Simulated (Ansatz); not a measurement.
## A computed series for hypothetical zinc blende BiB: response to strain

The parent structure is BiB in the zinc blende structure (space group F-43m, No. 216; a = 5.4905 Å; a hypothetical phase, not in the database extracts checked). Axes: x, y, z lie along the cube axes.

Strains are applied to the cell and any free atomic positions relax; under biaxial strain the out-of-plane vector relaxes too.

Level of theory: Kohn–Sham DFT with the r2SCAN functional, run in Ansatz (a quantum-chemistry and plane-wave program) with PAW and 500 eV plane waves, no spin-orbit coupling.

For the base:

The band gap comes out as 0.39 eV.

Problem. The aim is a band gap between 0.72 eV and 0.76 eV. Which of these changes reaches it?
A) strain tensor (xx, yy, zz, yz, xz, xy) = (+0.01, +0.07, +1.13, −0.47, +0.32, +1.36) %
B) strain tensor (xx, yy, zz, yz, xz, xy) = (−1.59, −0.36, −0.11, +1.34, −0.62, −0.51) %
C) strain tensor (xx, yy, zz, yz, xz, xy) = (+0.34, +0.87, +0.65, +0.17, +0.52, −0.39) %
D) isotropic strain −5.97 %
E) biaxial strain −0.71 %, plane normal [110], relaxed out of plane

Solution. D, isotropic strain −5.97 %. It gives 0.74 eV; strain tensor (xx, yy, zz, yz, xz, xy) = (+0.01, +0.07, +1.13, −0.47, +0.32, +1.36) % gives 0.13 eV; strain tensor (xx, yy, zz, yz, xz, xy) = (−1.59, −0.36, −0.11, +1.34, −0.62, −0.51) % gives 0.34 eV; biaxial strain −0.71 %, plane normal [110], relaxed out of plane gives 0.45 eV; strain tensor (xx, yy, zz, yz, xz, xy) = (+0.34, +0.87, +0.65, +0.17, +0.52, −0.39) % gives 0.18 eV. Changes not listed may reach it too

With Bi present, leaving out spin-orbit coupling can change the band edges. Whether these cells are dynamically stable was not tested. A zero or small gap of BiB under strain tensor (xx, yy, zz, yz, xz, xy) = (+0.01, +0.07, +1.13, −0.47, +0.32, +1.36) % and BiB under strain tensor (xx, yy, zz, yz, xz, xy) = (+0.34, +0.87, +0.65, +0.17, +0.52, −0.39) % can be the functional's error rather than a property of the material.
